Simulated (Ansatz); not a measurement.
Base system: HfO2 (space group P2_1/c, No. 14).

```
HfO2
1.0
    5.11406     0.00000     0.00000
    0.00000     5.18158     0.00000
   -0.87114     0.00000     5.22313
Hf O
4 8
Cartesian
  1.23119   0.21683   1.08757
  3.44730   2.80762   1.52399
  3.01173   4.96474   4.13556
  0.79561   2.37396   3.69914
  0.05858   1.72948   1.79684
  4.61990   4.32027   0.81473
  4.18433   3.45210   3.42630
 -0.37699   0.86131   4.40840
  1.87404   3.92590   2.49934
  2.80444   1.33511   0.11223
  2.36887   1.25567   2.72379
  1.43847   3.84646   5.11090
```

Cartesian axes are those of the cell as printed.

Structures relaxed with DFT with r2SCAN, PAW potentials and a 500 eV plane-wave cutoff in Ansatz (a quantum-chemistry and plane-wave program), no spin-orbit coupling.

Base:

Simulated powder pattern, Cu Kα1, λ = 1.54056 Å (kinematic, ideal powder, no thermal factors, no anomalous dispersion; the 10 strongest lines at most, above 2 %, up to 2θ = 90°):

```json
[
 {"2θ (°)": "24.17", "I/Imax (%)": "14", "hkl": "(011)"},
 {"2θ (°)": "28.30", "I/Imax (%)": "100", "hkl": "(1 1 -1)"},
 {"2θ (°)": "31.70", "I/Imax (%)": "79", "hkl": "(111)"},
 {"2θ (°)": "34.31", "I/Imax (%)": "25", "hkl": "(002)"},
 {"2θ (°)": "34.59", "I/Imax (%)": "20", "hkl": "(020)"},
 {"2θ (°)": "35.56", "I/Imax (%)": "23", "hkl": "(200)"},
 {"2θ (°)": "40.94", "I/Imax (%)": "15", "hkl": "(2 1 -1)"},
 {"2θ (°)": "49.52", "I/Imax (%)": "19", "hkl": "(022)"},
 {"2θ (°)": "50.46", "I/Imax (%)": "22", "hkl": "(220)"},
 {"2θ (°)": "54.53", "I/Imax (%)": "14", "hkl": "(202)"}
]
```

After one change:

Simulated powder pattern, Cu Kα1, λ = 1.54056 Å (kinematic, ideal powder, no thermal factors, no anomalous dispersion; the 10 strongest lines at most, above 2 %, up to 2θ = 90°):

| 2θ (°) | I/Imax (%) |
|---|---|
| 24.18 | 14 |
| 28.41 | 100 |
| 31.72 | 80 |
| 34.09 | 26 |
| 34.82 | 20 |
| 35.77 | 23 |
| 41.19 | 15 |
| 49.52 | 19 |
| 50.78 | 22 |
| 63.61 | 13 |

Q: Which change produced these results?
A. uniaxial strain ε_xx = −1.30 %
B. biaxial strain −0.62 %, plane normal [001], relaxed out of plane
C. tensor shear ε_xz = −3.28 %
D. isotropic strain +2.18 %

A: B, biaxial strain −0.62 %, plane normal [001], relaxed out of plane. Its volume per atom is 11.46 Å³ against 11.53 Å³, and its space group is P2_1/c (No. 14).

No phonon test of stability was made.
